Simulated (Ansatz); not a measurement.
Partial pair distribution functions of a relaxed model of amorphous Si₃₀N₄₁Ga, broadened by 0.06 Å; density 3.04 g/cm³. All values below come from PBE, scalar-relativistic without spin-orbit coupling (plane waves to 420 eV, PAW; Ansatz, an electronic-structure program).

A CHGNet melt-quench gave the starting glass, which DFT then relaxed. N atoms were pushed apart under 1.9 Å during the dynamics, to hinder bonds among them. The hot cell started wider than the set density and was brought back towards it in steps. It is the lowest in DFT energy of 2 quenches. It is a model cell: composition and starting density were chosen by hand, and all elements were melted together. No dispersion term was used. Its density started from a set value of 3.04 and ended at 3.04 g/cm³. Cooling (nominally 300 K/ps over its main leg) ran many orders faster than in experiment, which tends to leave more defects and strain. Values belong to this one cell and scatter from quench to quench. The volume was held where the preparation left it and the shape relaxed, at a PBE pressure of -0.6 GPa (tension). Stress components on the final sampling reach 0.7 GPa. On a 2×2×2 Γ-centred mesh force components of up to 0.17 eV/Å stay, since the relaxation ran on the zone centre alone.

| r (Å) | g Si-N | g N-Ga | g Si-Si | g N-N |
|---|---|---|---|---|
| 1.45 | 0.00 | 0.00 | 0.00 | 0.00 |
| 1.55 | 0.28 | 0.00 | 0.00 | 0.00 |
| 1.65 | 4.14 | 0.03 | 0.00 | 0.00 |
| 1.75 | 10.23 | 1.49 | 0.00 | 0.00 |
| 1.85 | 4.95 | 7.36 | 0.00 | 0.00 |
| 1.95 | 0.68 | 4.32 | 0.00 | 0.00 |
| 2.05 | 0.13 | 0.22 | 0.00 | 0.00 |
| 2.15 | 0.14 | 0.00 | 0.00 | 0.00 |
| 2.25 | 0.02 | 0.01 | 0.01 | 0.00 |
| 2.35 | 0.03 | 0.46 | 0.30 | 0.17 |
| 2.45 | 0.05 | 1.74 | 0.78 | 0.68 |
| 2.55 | 0.01 | 0.41 | 0.54 | 0.76 |
| 2.65 | 0.02 | 0.01 | 0.65 | 1.61 |
| 2.75 | 0.06 | 0.00 | 1.08 | 3.08 |
| 2.85 | 0.19 | 0.00 | 1.74 | 4.08 |
| 2.95 | 0.29 | 0.00 | 2.80 | 3.11 |
| 3.05 | 0.37 | 0.16 | 3.55 | 2.07 |
| 3.15 | 0.67 | 1.03 | 2.63 | 1.42 |
| 3.25 | 0.98 | 0.94 | 2.24 | 1.01 |
| 3.35 | 1.11 | 1.88 | 1.35 | 0.66 |
| 3.45 | 1.30 | 2.64 | 0.34 | 0.40 |
| 3.55 | 1.38 | 1.95 | 0.17 | 0.36 |
| 3.65 | 1.40 | 1.05 | 0.53 | 0.50 |
| 3.75 | 1.32 | 1.03 | 0.34 | 0.53 |
| 3.85 | 1.35 | 1.10 | 0.40 | 0.44 |
| 3.95 | 1.51 | 2.35 | 0.46 | 0.50 |
| 4.05 | 1.54 | 2.10 | 0.58 | 0.55 |
| 4.15 | 1.57 | 0.53 | 0.55 | 0.45 |
| 4.25 | 1.29 | 0.68 | 0.74 | 0.66 |
| 4.35 | 1.50 | 0.72 | 1.11 | 0.73 |
| 4.45 | 1.47 | 0.69 | 1.12 | 0.84 |
| 4.55 | 1.16 | 0.27 | 0.89 | 1.01 |

Within 2.24 Å each Si has 4.07 N neighbours on average.
